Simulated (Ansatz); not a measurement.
Take Hf in the hcp (Mg type) structure (space group P6_3/mmc, No. 194; relaxed with 0.1 eV smearing) as the base.

```yaml
crystal:
  lattice:
    - [3.15810, 0.00000, 0.00000]
    - [-1.57905, 2.73500, 0.00000]
    - [0.00000, 0.00000, 5.00450]
  atoms:
    - { symbol: Hf, position: [0.66667, 0.33333, 0.75000] }
    - { symbol: Hf, position: [0.33333, 0.66667, 0.25000] }
```

Cartesian axes are those of the cell as printed.

Computed with PBEsol/PAW in Ansatz (a first-principles code), no spin-orbit coupling.

Strains are applied to the cell and any free atomic positions relax.

One change was made to it. Results:

| quantity | base | after |
|---|---|---|
| pressure (mean of the normal stresses, compression positive) | 0.0 GPa | -1.7 GPa |
| energy relative to the base (free energy F) | 0 meV/atom | +3.0 meV/atom |
| shortest interatomic distance | 3.096 Å | 3.127 Å |

**Question.** Which of these changes matches the shifts?
A) uniaxial strain ε_zz = +1.50 %
B) uniaxial strain ε_zz = −2.50 %
C) uniaxial strain ε_zz = −0.50 %
D) uniaxial strain ε_zz = +2.50 %

**Answer.** A, uniaxial strain ε_zz = +1.50 %. For comparison, the energy relative to the base in the other runs: uniaxial strain ε_zz = −2.50 % gives +9.1 meV/atom; uniaxial strain ε_zz = −0.50 % gives +0.4 meV/atom; uniaxial strain ε_zz = +2.50 % gives +8.2 meV/atom.

Whether these cells are dynamically stable was not tested. The final runs are not spin-polarised.
